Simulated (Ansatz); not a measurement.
Consider ZrO2 (space group P4_2/nmc, No. 137).

```
CELL_PARAMETERS angstrom
      3.58446     0.00000     0.00000
      0.00000     3.58446     0.00000
      0.00000     0.00000     5.17872
ATOMIC_POSITIONS crystal
  Zr 0.00000 0.00000 0.00000
  Zr 0.50000 0.50000 0.50000
  O  0.00000 0.50000 0.20116
  O  0.00000 0.50000 0.70116
  O  0.50000 0.00000 0.29884
  O  0.50000 0.00000 0.79884
```

All numbers come from Kohn–Sham DFT with the PBEsol functional, run in Ansatz (a quantum-chemistry and plane-wave program) with PAW and 420 eV plane waves, no spin-orbit coupling, earlier PAW set.

Before the change:

| Property | Value |
|---|---|
| Width of the top valence band | 0.92 eV |
| Band gap | 4.00 eV |
| Gap character | indirect, M–Γ (56 % along) → Γ |

Perturbation: a hydrostatic pressure of 9 GPa.

Q: What happens to the width of the top valence band, band gap and gap character?

A: The width of the top valence band grows by 0.14 eV to 1.06 eV; the band gap shrinks by 0.02 eV to 3.98 eV; the gap character goes from indirect, M–Γ (56 % along) → Γ to indirect, A → Γ.

Load acts through the strain it causes; cell and atoms are relaxed under it. Stability against distortions was not tested. Competing high-pressure phases were not computed. This is not the structure that ZrO2 has at room temperature and ambient pressure.
